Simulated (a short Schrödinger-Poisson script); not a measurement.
**MOS inversion layer, Si3N4 on p-type Si(100)**

System: MOS inversion layer, Si3N4 on p-type Si(100), at 400 K.

```
layer  material  thickness (nm)  Na (cm⁻³)
-----  --------  --------------  ---------
1         Si3N4             2.7          -
2            Si             650     4.3e17
```

The device is made up for the run: typed textbook-type constants, with dimensions and the other settings drawn at random. Si3N4: permittivity 7.5, conduction-band edge (eV) 1.95, gap (eV) 5.1, electron mass (mₑ) 0.5. Si: permittivity 11.7, conduction-band edge (eV) 0, gap (eV) 1.124, Nv at 300 K (cm⁻³) 3.1e19.

Channel valleys (confinement mass, in-plane density-of-states mass, number): Δ2 0.916, 0.19, 2; Δ4 0.19, 0.417, 4. At the gate the conduction-band edge of layer 1 lies 2.27 eV − eVg above the Fermi level of the channel; the field vanishes at the back. Gaps are held at their typed values at every temperature. Mesh 0.03 nm at interfaces.

From a short Schrödinger-Poisson script (our own, NumPy): 1D Poisson equation in equilibrium, electrons quantum, Hartree (BenDaniel-Duke, 12 states a valley, the channel's in-plane mass for all, wave functions free to enter the dielectric), parabolic valleys, classical holes, full ionisation, no traps, pinning or gate leakage.

```csv
Vg (V),electrons (cm⁻²),C (μF/cm²),Δ2 E0 (meV),Δ2 E1 (meV),Δ4 E0 (meV),Δ4 E1 (meV)
0.2,1.36e9,0.214,320.8,377.0,361.3,453.9
0.3,1.65e10,0.255,233.4,292.3,275.6,372.8
0.4,1.55e11,0.611,154.5,216.4,198.6,300.2
0.5,6.62e11,1.18,102.1,168.4,149.1,255.1
0.6,1.48e12,1.49,71.6,143.2,121.9,232.3
0.7,2.45e12,1.65,51.2,128.3,104.9,219.4
0.8,3.50e12,1.75,35.9,118.3,92.9,211.1
0.9,4.61e12,1.81,23.6,111.1,83.6,205.4
1,5.75e12,1.86,13.1,105.6,76.0,201.2
1.1,6.93e12,1.90,3.9,101.2,69.5,197.9
1.2,8.12e12,1.93,-4.4,97.7,63.9,195.3
```

Subbands count from the Fermi level.
